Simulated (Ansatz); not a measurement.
The parent structure is SnTe in the rock salt structure (space group Fm-3m, No. 225; a = 6.409 Å).

Level of theory: Ansatz (a quantum-chemistry and plane-wave program) PBE, no spin-orbit coupling.

Strains are applied to the cell and any free atomic positions relax.

One change was made to it. Results:

```csv
quantity,base,after
energy relative to the base (free energy F),0 meV/atom,+37 meV/atom
pressure,0.00 GPa,4.53 GPa
```

### Question
Name the change that was made.
A) isotropic strain −3.00 %
B) isotropic strain +2.50 %
C) isotropic strain +1.00 %
D) isotropic strain −0.50 %
E) isotropic strain +1.50 %

### Answer
A, isotropic strain −3.00 %. For comparison, the energy relative to the base in the other runs: isotropic strain +1.00 % gives +3.6 meV/atom; isotropic strain −0.50 % gives +1.0 meV/atom; isotropic strain +1.50 % gives +8.0 meV/atom; isotropic strain +2.50 % gives +21 meV/atom.

Whether these cells are dynamically stable was not tested. The final runs are not spin-polarised.
